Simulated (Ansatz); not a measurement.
Surface energy of faces of fcc Pb in PBE and in LDA, in Ansatz (plane waves, PAW). Symmetric slabs relaxed with PBE from ideal cuts in 1x1 cells (the lowest computed cut and spin start of each face; real faces may reconstruct in larger cells); LDA values are single points on them, with the bulk at the same level. No spin-orbit coupling, no U.

| face | PBE (J/m²) | LDA (J/m²) |
|---|---|---|
| (100) | 0.34 | 0.52 |
| (110) | 0.34 | 0.48 |
| (111) | 0.29 | 0.41 |
| (210) | 0.36 | 0.53 |
| (211) | 0.32 | 0.48 |
| (221) | 0.30 | 0.45 |
| (310) | 0.34 | 0.52 |
| (311) | 0.34 | 0.50 |
| (320) | 0.34 | ? |

Fit a straight line y = a·x + b by least squares to the 8 complete rows (x: PBE (J/m²); y: LDA (J/m²)).

the means are x̄ = 0.3287 and ȳ = 0.4862; Σ(x − x̄)² = 0.0038875 and Σ(x − x̄)(y − ȳ) = 0.0062625, so a = 1.611 and b = ȳ − a·x̄ = -0.043. The largest residual is 0.024.

What does the line predict for the withheld row, (320), and what did the calculation give?

the line gives 0.50; the calculation gave 0.50, a miss of 0.00, of the size of the fitted rows' scatter and rounding.

Ansatz is a quantum-chemistry and plane-wave program.
